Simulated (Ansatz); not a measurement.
Consider Ce in the fcc (Cu type) structure (space group Fm-3m, No. 225).

```yaml
crystal:
  lattice:
    - [0.00000, 2.36582, 2.36582]
    - [2.36582, 0.00000, 2.36582]
    - [2.36582, 2.36582, 0.00000]
  atoms:
    - { symbol: Ce, position: [0.00000, 0.00000, 0.00000] }
```

Calculations: PBE/PAW in Ansatz (an electronic-structure program), without spin-orbit coupling, earlier PAW set.

Base values:

The lattice parameter a is 4.732 Å and the band gap is zero.

Modification: cell and atoms relaxed at a pressure of 7.5 GPa.

Q: How does this affect the lattice parameter a and band gap?

A: The lattice parameter a drops by 0.2182 Å to 4.513 Å; the band gap remains zero.

The 4f electrons are in the valence with no U and their state was not checked, so volumes and moments can be off. Load acts through the strain it causes; cell and atoms are relaxed under it. Stability against distortions was not tested. Competing high-pressure phases were not computed. Seeded moments were not kept for the base. All final runs are without spin polarisation.
